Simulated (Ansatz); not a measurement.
# Defect calculation: O_N in metastable rock-salt TaN

These are PBE, PAW (plane waves to 420 eV; Ansatz, a first-principles code) values and carry that method's errors. Details: 64-site cell; 4×4×4 shifted k-points; start: the N site; no spin–orbit coupling; finite-size errors of tenths of an eV; the relaxation kept the symmetry of the starting site.

Neighbours after relaxation, in Å: of the O atom: Ta 2.39, Ta 2.39, Ta 2.39, Ta 2.39, Ta 2.39, Ta 2.39.

| charge | moment (μB) | point group | largest move off a lattice site (Å) |
|---|---|---|---|
| 0 | not spin-polarised | Oh | 0.18 |

Point groups are those of the whole cell at tolerances of 0.03 and 0.1 Å ("near" where only the looser one holds); none is given for unsettled states.

All states together cost about 10 core-minutes (a rough figure).
